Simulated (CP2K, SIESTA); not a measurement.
A CP2K input for a self-consistent single point of PbO2 (P4_2/mnm, 6 atoms in the cell) (DFT PBE, GPW, DZVP-MOLOPT-SR-GTH basis, GTH-PBE potentials (GTH_POTENTIALS)):

```
&GLOBAL
  PROJECT run
  RUN_TYPE ENERGY_FORCE
  PRINT_LEVEL MEDIUM
&END GLOBAL
&FORCE_EVAL
  METHOD Quickstep
  STRESS_TENSOR ANALYTICAL
  &DFT
    BASIS_SET_FILE_NAME BASIS_MOLOPT
    POTENTIAL_FILE_NAME GTH_POTENTIALS
    &QS
      METHOD GPW
      EPS_DEFAULT 1E-10
    &END QS
    &MGRID
      CUTOFF 450
      REL_CUTOFF 40
      NGRIDS 4
    &END MGRID
    &SCF
      SCF_GUESS ATOMIC
      EPS_SCF 1E-7
      MAX_SCF 100
      ADDED_MOS 6
      &DIAGONALIZATION
        ALGORITHM STANDARD
      &END DIAGONALIZATION
      &MIXING
        METHOD BROYDEN_MIXING
        ALPHA 0.2
        NBUFFER 10
      &END MIXING
      &SMEAR ON
        METHOD GAUSSIAN
        SIGMA [eV] 0.1
      &END SMEAR
    &END SCF
    &KPOINTS
      SCHEME MONKHORST-PACK 5 5 7
    &END KPOINTS
    &XC
      &XC_FUNCTIONAL PBE
      &END XC_FUNCTIONAL
    &END XC
    &PRINT
      &MO
        EIGENVALUES T
        OCCUPATION_NUMBERS T
        NDIGITS 8
        FILENAME mo
        &EACH
          QS_SCF 0
        &END EACH
        ADD_LAST NUMERIC
      &END MO
      &MULLIKEN ON
      &END MULLIKEN
    &END PRINT
  &END DFT
  &SUBSYS
    &CELL
      A 4.86080000 0.00000000 0.00000000
      B 0.00000000 4.86080000 0.00000000
      C 0.00000000 0.00000000 3.32220000
      PERIODIC XYZ
    &END CELL
    &COORD
      SCALED
      Pb       0.00000000     0.00000000     0.00000000
      Pb       0.50000000     0.50000000     0.50000000
      O        0.30700000     0.30700000     0.00000000
      O        0.80700000     0.19300000     0.50000000
      O        0.19300000     0.80700000     0.50000000
      O        0.69300000     0.69300000     0.00000000
    &END COORD
    &KIND Pb
      BASIS_SET DZVP-MOLOPT-SR-GTH-q4
      POTENTIAL GTH-PBE-q4
    &END KIND
    &KIND O
      BASIS_SET DZVP-MOLOPT-SR-GTH-q6
      POTENTIAL GTH-PBE-q6
    &END KIND
  &END SUBSYS
  &PRINT
    &FORCES ON
    &END FORCES
    &STRESS_TENSOR ON
    &END STRESS_TENSOR
  &END PRINT
&END FORCE_EVAL
```

**Question.** Translate this input to SIESTA.

**Answer.** One input that does it (others would too):

```
# files in the folder: Pb.psml O.psml (PseudoDojo PBE standard)
SystemName  PbO2
SystemLabel PbO2

NumberOfAtoms                6
NumberOfSpecies              2
%block ChemicalSpeciesLabel
  1 82 Pb
  2 8 O
%endblock ChemicalSpeciesLabel
LatticeConstant              4.860800 Ang
%block LatticeVectors
     1.000000000    0.000000000    0.000000000
     0.000000000    1.000000000    0.000000000
     0.000000000    0.000000000    0.683467742
%endblock LatticeVectors
AtomicCoordinatesFormat      Ang
%block AtomicCoordinatesAndAtomicSpecies
     0.000000000    0.000000000    0.000000000  1
     2.430400000    2.430400000    1.661100000  1
     1.492265600    1.492265600    0.000000000  2
     3.922665600    0.938134400    1.661100000  2
     0.938134400    3.922665600    1.661100000  2
     3.368534400    3.368534400    0.000000000  2
%endblock AtomicCoordinatesAndAtomicSpecies

XC.functional                GGA
XC.authors                   PBE
PAO.BasisSize                TZP
PAO.EnergyShift              0.01 Ry
MeshCutoff                   400 Ry
%block kgrid.MonkhorstPack
    5   0   0  0.0
    0   5   0  0.0
    0   0   7  0.0
%endblock kgrid.MonkhorstPack
OccupationFunction           MP
OccupationMPOrder            0
ElectronicTemperature        0.1 eV

MaxSCFIterations             150
SCF.Mixer.Method             Broyden
SCF.Mixer.Weight             0.25
SCF.Mixer.History            6
SCF.DM.Tolerance             1.0E-04
Diag.ParallelOverK           true
WriteForces                  true
Charge.Mulliken              end
```

Basis, cutoffs, solver keys and any potentials are the target program's own. This input uses DFT, GGA PBE, numerical atomic orbitals TZP, PseudoDojo PBE standard norm-conserving potentials (rewritten from UPF to PSML).

The starting cell has typed, rounded lattice constants, without a prior relaxation at this level. For this run, on top of that: lattice scaled by 0.98.
